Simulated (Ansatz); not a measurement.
A self-consistent single point of YbGe2 (P6_222, 9 atoms in the cell) with Ansatz (a quantum-chemistry and plane-wave program).

Method of the run: PBE (plane waves, PAW; Ansatz).

```
YbGe2
1.0
    5.30945     0.00000     0.00000
   -2.65472     4.59811     0.00000
    0.00000     0.00000     7.63641
Yb Ge
3 6
Direct
  0.50000   0.00000   0.00000
  0.50000   0.50000   0.33333
  0.00000   0.50000   0.66667
  0.16559   0.33118   0.00000
  0.83441   0.16559   0.33333
  0.66882   0.83441   0.66667
  0.83441   0.66882   0.00000
  0.16559   0.83441   0.33333
  0.33118   0.16559   0.66667
```
Moments meant for the start (each program seeds them in its own way; μB, in the order of the atoms Yb Yb Yb Ge Ge Ge Ge Ge Ge): 1.0 1.0 1.0 0.0 0.0 0.0 0.0 0.0 0.0.

Reference input (self-consistent single point, DFT, PBE, plane waves, default PAW files): basis.ecutwfc = 30.9 Ry; kpoints.mp_grid.grid = 4 4 3; hamiltonian.xc = pbe; hamiltonian.pseudopotentials = {kind: paw} (the program's default PAW files); magnetization.spin_polarized = true; scf.occupations.method = gaussian; scf.occupations.width = 0.0037 Ry. This run's input differs from it in these lines:

Ansatz 0.2 input:
```diff
@@ -25,3 +25,3 @@
 scf:
-  occupations: { method: gaussian, width: 0.0037 Ry }
+  occupations: { method: fermi_dirac, width: 0.0037 Ry }
 output:
```

Log, with long lists cut:

```
SCF iter   1: F=—  HF=-67157.511984 eV  |F-HF|=—  |Δ(HF+E_count)|=         —  Δρ=3.42e-2 (↑3.42e-2 ↓1.56e-2)  dr2=1.07e0  dr2_m=8.89e-1  M=0.749 μB ∫|m|=0.749 μB  β_m=0.30  ethr=6.82e-4  ⟨swp⟩=2.1  Hψ=7592  notcnv=0
Mixer restart at iter 1: flushing history
all-band conjugate gradients solve this SCF's bands
preconditioner: auto → Kerker (q_TF=auto, 2.648 Å⁻¹)
spin=Collinear: Kerker preconditioning applied to the charge; magnetization (m = ρ↑ − ρ↓) channel mixes plain (no charge-response kernel on spin).
   [... lines left out ...]
SCF iter  13: F=—  HF=-67157.297504 eV  |F-HF|=—  |Δ(HF+E_count)|=   1.68e-8  Δρ=3.95e-7 (↑3.95e-7 ↓2.88e-7)  dr2=7.51e-10  dr2_m=1.04e-11  M=0.000 μB ∫|m|=0.000 μB  β_m=1.00  ethr=6.37e-12  ⟨swp⟩=2.8  Hψ=2966  notcnv=0  defer=120
SCF iter  14: F=-67157.297504 eV  HF=-67157.297504 eV  |F-HF|=1.91e-8  |Δ(HF+E_count)|=   2.66e-9  Δρ=1.46e-6 (↑1.46e-6 ↓1.45e-6)  dr2=1.51e-8  dr2_m=5.35e-13  M=0.000 μB ∫|m|=0.000 μB  ethr=1.00e-12  ⟨swp⟩=7.9  Hψ=7498  notcnv=0
SCF 1 converged in 14 iterations: F = -67157.297504 eV  dr2 = 1.51e-8
WARN: the starting moments were not kept: the SCF closed with an absolute magnetisation of 5.2e-6 μB, where they sum to 3 μB in size (3 sites) …
Magnetization: 0.0000 μB (78.0000 up, 78.0000 down)
   [... lines left out ...]
Absolute magnetization: 0.0000 μB (∫|ρ↑−ρ↓|, with the PAW one-centre terms)
Free energy (F): -67157.297504 eV
Fermi energy:    12.734460 eV
   [... lines left out ...]
  atom   9  Ge    -0.24591584    -0.14197958     0.00000000
--- Stress (GPa, compression-positive) ---
        1.944203       0.000000      -0.000000
        0.000000       1.944203       0.000000
       -0.000000       0.000000       3.063788
  P = ⅓ Tr σ = 2.3174 GPa (23.174 kbar)
  The stress holds the Pulay correction. Without it, at fixed plane waves, as pw.x and ABINIT print it: P = 2.2861 GPa
```

The run converged in 14 iterations. Against the reference run the free energy drops by 4.0 meV/atom, the pressure hardly changes (2.33 to 2.32 GPa) and the largest force goes from 0.271 to 0.284 eV/Å.

The starting cell was generated: these elements placed on a structure prototype, without a prior relaxation; it need not be a known phase or ordering of this composition. The starting moments vanished: the run ended non-magnetic, which need not be the lowest state. The program warned that a starting moment was not kept. Ansatz's pressure includes its estimate of the finite-basis (Pulay) stress.

Cost on one core of a shared machine: roughly 40 s.
